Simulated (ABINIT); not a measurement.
ABINIT 10.0.3, DFT, PBE, plane waves, JTH v2.0 PBE PAW: AgBr (from the phase in space group 225, mp-23231), 2 atoms. Basis and mesh were picked for this test and aren't claimed converged.

```
Item                                                                Value
----------------------------------------  -------------------------------
cell                                      4.09, 4.09, 4.09 Å; 60, 60, 60°
task                                                                  scf
ecut                                                                15 Ha
pawecutdg                                                           30 Ha
nband                                                                  16
k mesh (ngkpt)                                                      4×4×4
shiftk                                                              0×0×0
nstep                                                                 100
tolvrs                                                              1e-09
occopt                                                                  7
tsmear                                                           0.002 Ha
prtwf                                                                   0
prtden                                                                  0
paral_kgb                                                               1
ranks over k-points and spins (np_spkpt)                                2
ranks over bands (npband)                                               1
ranks over FFT planes (npfft)                                           1
bands a rank in one block (bandpp)                                     16
wfoptalg                                                              114
nline                                                         4 (default)
kptopt                                                        1 (default)
k-points after symmetry                                                 8
bands                                                                  16
symmetry operations                                                    48
```

Settings of this run: diemac = 12, iscf = 17, dielng = 1.07748, iprcel = 0, diemix = 0.2, npulayit = 7; 2 ranks.

| iteration | deltaE (Ha) | residm | nres2 |
|---|---|---|---|
| 1 | -5.185E+01 | 1.025E-04 | 4.581E-01 |
| 2 | 2.280E-03 | 3.087E-07 | 2.477E-01 |
| 3 | 1.915E-03 | 4.200E-08 | 7.506E-02 |
| 4 | 2.967E-04 | 3.006E-08 | 5.540E-03 |
| 5 | -1.695E-05 | 2.154E-09 | 1.661E-03 |
| 6 | 5.785E-06 | 6.206E-11 | 1.202E-04 |
| 7 | -2.211E-07 | 1.878E-11 | 1.391E-06 |
| 8 | -4.600E-08 | 7.257E-13 | 1.250E-06 |
| 9 | -2.043E-08 | 8.668E-13 | 1.224E-07 |
| 10 | -9.851E-09 | 5.663E-15 | 7.413E-08 |
| 11 | -6.073E-09 | 1.231E-14 | 3.958E-08 |
| 12 | -3.528E-09 | 1.707E-16 | 2.542E-08 |
| 13 | -2.031E-09 | 1.508E-16 | 1.632E-08 |
| 14 | -1.121E-09 | 4.725E-17 | 1.041E-08 |
| 15 | -5.824E-10 | 4.808E-17 | 6.675E-09 |
| 16 | -2.747E-10 | 1.566E-16 | 4.279E-09 |
| 17 | -8.020E-11 | 2.653E-17 | 2.752E-09 |
| 18 | -1.025E-11 | 2.775E-17 | 1.748E-09 |
| 19 | 5.735E-11 | 2.052E-17 | 1.111E-09 |
| 20 | 8.707E-11 | 3.183E-17 | 7.105E-10 |

It converged after 20 SCF iterations.

Task: The cycle is slow. Which setting should be changed?

Result: Several could match; the one computed here: diemix = 1 (8 SCF iterations) or diemix = 0.7 (default) (9 SCF iterations) or diemix = 0.4 (10 SCF iterations), all else kept. The first change moves the result by: energy under 0.001 meV/atom, pressure under 0.001 GPa. Counts are of single runs.
